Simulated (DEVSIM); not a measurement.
Structure: Co/SiO2/p-Si capacitor, at 300 K.

Layer 1 from the left is SiO2, thickness (nm) 5.20. Layer 2 from the left is Si, thickness (nm) 5700, Na (cm⁻³) 1e16.

Metal gate on the left, work function 5 eV. Fixed charge at the semiconductor interface 0 cm⁻² (in units of +e); interface traps 4e12 cm⁻² eV⁻¹, uniform in energy, neutral level at 0.3 of the gap above the valence band.

Constants are typed, rounded textbook-type inputs, not results; the design itself was drawn at random and stands for no fabricated device. Values at 300 K.

SiO2: gap (eV) 9, affinity (eV) 0.9, permittivity 3.9. Si: gap (eV) 1.124, affinity (eV) 4.05, permittivity 11.7, Nc (cm⁻³) 2.86e19, Nv (cm⁻³) 3.1e19.

Model (solved in DEVSIM): 1D Poisson equation in equilibrium, Boltzmann statistics, complete ionisation; no quantum confinement or tunnelling. Metal contacts follow the ideal Schottky-Mott rule: no Fermi-level pinning, no interface dipoles.

Question: What does the simulation give for the minimum of the low-frequency capacitance, the flat-band voltage?

Answer: minimum of the low-frequency capacitance 0.336 μF/cm²; flat-band voltage -0.09 V.
